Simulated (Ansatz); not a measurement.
**Hypothetical CdI2 type SiO2: pressure 15 GPa**

Consider SiO$_{2}$ in the CdI2 type structure (space group P-3m1, No. 164; a = 2.670 Å, c = 4.542 Å; a hypothetical phase, not in the database extracts checked; layered, stacked along the Cartesian z axis).

Perturbation: cell and atoms relaxed at a pressure of 15 GPa.

The values are results of r2SCAN+rVV10/PAW in Ansatz (a first-principles code), without spin-orbit coupling, not measurements. Settings: 14×14×7 k-points, 0.05 eV Fermi–Dirac smearing.

| quantity | base | changed | shift |
|---|---|---|---|
| volume per atom | 9.35 Å³ | 8.07 Å³ | -1.28 Å³ |
| density | 3.56 g/cm³ | 4.12 g/cm³ | +0.56 g/cm³ |
| lattice parameter a | 2.670 Å | 2.631 Å | -0.039 Å |
| c/a ratio | 1.701 | 1.535 | -0.166 |
| shortest interatomic distance | 1.787 Å | 1.766 Å | -0.021 Å |
| enthalpy H = E + PV relative to the base's energy | – | +0.80 eV/atom | – |
| band gap | 7.21 eV | 7.49 eV | +0.275 eV |
| gap character | indirect, K–Γ (67 % along) → Γ | indirect, k = (0.071, 0.071, 0) in the run's primitive reciprocal basis → Γ | – |
| smallest direct gap | 7.49 eV | 7.56 eV | +0.078 eV |
| width of the top valence band | 1.30 eV | 2.17 eV | +0.87 eV |
| electron mass | 0.71 mₑ along c, 0.38 mₑ across (at Γ) | 0.72 mₑ along c, 0.38 mₑ across (at Γ) | – |
| valley order (the lowest conduction-band minima on the path, energy above the VBM, named in the base's zone) | Γ 7.21 eV; M (1/2, 0, 0) 8.86 eV | Γ 7.49 eV; M (1/2, 0, 0) 8.63 eV | – |

Final structure:

```
CELL_PARAMETERS angstrom
      2.63133     0.00000     0.00000
     -1.31566     2.27880     0.00000
      0.00000     0.00000     4.03925
ATOMIC_POSITIONS crystal
  Si 0.00000 0.00000 0.00000
  O  0.66667 0.33333 0.22272
  O  0.33333 0.66667 0.77728
```

Load acts through the strain it causes; cell and atoms are relaxed under it. Masses are band curvatures over ±0.01 Å⁻¹ around the edge. Whether these cells are dynamically stable was not tested. Competing high-pressure phases were not computed.
